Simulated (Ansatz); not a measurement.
Candidates (primitive cells; geometry: relaxed with this functional, without spin-orbit coupling):
A. PtBi (P6_3/mmc), a = 4.3633 Å, b = 4.3633 Å, c = 5.4830 Å, α = 90.00°, β = 90.00°, γ = 120.00°
B. LiTi2O4 (Fd-3m), a = b = c = 5.905 Å, α = β = γ = 60.00°
C. Hf (P6_3/mmc), a = b = 3.1602 Å, c = 4.9982 Å, α = β = 90.00°, γ = 120.00°
D. LiPt (P-6m2), a = b = 2.7214 Å, c = 4.1912 Å, α = β = 90.00°, γ = 120.00°
E. Mo (Im-3m), a = 2.7113 Å, b = 2.7113 Å, c = 2.7113 Å, α = 109.47°, β = 109.47°, γ = 109.47°

**Question.** Order them by logarithmic mean phonon energy (lowest first) at the level PBEsol, DFPT electron-phonon coupling, linearised Boltzmann equation (Ansatz, a program for electronic structure).

**Answer.** A (7.9 meV), C (10.9 meV), D (15.8 meV), E (23 meV), B (37 meV)

Metals; harmonic phonons. Halving the electron mesh moves these values by up to 3 %; q meshes are mostly untested. Some of the runs warned that the eigensolver left states short of its tolerance. Spin-orbit coupling is left out.

Formula and space group known from diffraction (Crystallography Open Database), not checked to be the room-temperature form: LiPt (P-6m2), LiTi2O4 (Fd-3m), PtBi (P6_3/mmc). The missing spin-orbit coupling matters most for Hf (P6_3/mmc), LiPt (P-6m2), PtBi (P6_3/mmc).
